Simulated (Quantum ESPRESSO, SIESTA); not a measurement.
Pressure against volume in CuAu-type TiAl (space group 123) (SIESTA, PBE)

```xyz
2
Lattice="2.7797 0.0000 0.0000 0.0000 2.7797 0.0000 0.0000 0.0000 3.9976" Properties=species:S:1:pos:R:3 pbc="T T T"
Ti     0.0000     0.0000     0.0000
Al     1.3898     1.3898     1.9988
```

Method: GGA PBE, numerical atomic orbitals DZP, PseudoDojo PBE standard norm-conserving potentials (rewritten from UPF to PSML) (SIESTA). Settings: XC.functional = GGA; XC.authors = PBE; potentials = PseudoDojo PBE standard; PAO.BasisSize = DZP; PAO.EnergyShift = 0.01 Ry; MeshCutoff = 455 Ry; kgrid.MonkhorstPack = 20 20 14; OccupationFunction = FD; ElectronicTemperature = 50 meV; MaxSCFIterations = 150; SCF.Mixer.Method = Broyden; SCF.Mixer.Weight = 0.2; SCF.Mixer.History = 6; SCF.DM.Tolerance = 1.0E-04. The cell above is the first row's. The rows scale it uniformly. In all rows fractional positions and the k mesh are held.

```csv
V (Å^3/atom),P (GPa)
15.444,?
15.780,1.61
16.116,-0.96
16.451,-3.17
16.787,-5.10
17.123,-6.90
17.459,-8.55
17.794,-9.95
18.130,-11.22
```

Q: Fit P against V with a cubic, and predict the withheld value at V = 15.444.

A: With u = V - 17.0, the rows have u = -1.2200, -0.8840, -0.5490, -0.2130, 0.1230, 0.4590, 0.7940, 1.1300. Least squares gives P = -6.297 - 5.2082·u + 0.8806·u² - 0.1215·u³. Residuals (row less fit): 0.022, -0.039, -0.018, 0.047, 0.025, -0.036, -0.012, 0.013; standard error 0.041 (degrees of freedom: 4). The fitted pressure is zero at V0 = 15.99, where dP/dV = -7.363, so B0 = -V0·dP/dV = 118 GPa. At the withheld row, u = -1.5560, so P = -6.297 - 5.2082 × (-1.5560) + 0.8806 × (-1.5560)² - 0.1215 × (-1.5560)³ = 4.397 GPa. The calculation gives 4.35 GPa, 0.047 GPa below the prediction (0.3 % of the range of P in the table). The row lies outside the fitted rows, so this is an extrapolation. From the scatter of the fitted rows alone, a prediction at this place has a standard error of 0.109 GPa, so the miss is 0.4 times that.

Carrying the step between the two nearest rows on in a straight line would have given 4.18, off by 0.17; series whose last step already gives the withheld value aren't shown. The scan was laid around a cell of about the measured size, scaled by a guess for this functional; axis ratios and inner coordinates come from that cell. The runs keep the symmetry of the cell, so they don't test it for distortions. A plane-wave scan with the same functional (Quantum ESPRESSO, GBRV) gives V0 = 16.21 Å^3/atom and B0 = 114 GPa; a Birch-Murnaghan fit to all rows here lies -1.4 % from it in V0 and 3 % in B0; the two differ in basis, and may differ in potentials and mesh. Spin polarisation is off. Values carry the incompleteness of an atom-centred basis. The shape of the cell and the inner coordinates aren't relaxed, so V0 and B0 belong to this uniform scaling; a relaxed crystal lies no higher in energy and is usually softer. Cutoffs and mesh are single choices, not tested for convergence of this quantity. Series with a scatter that would blur these digits, or in which a gap closes, are not shown.
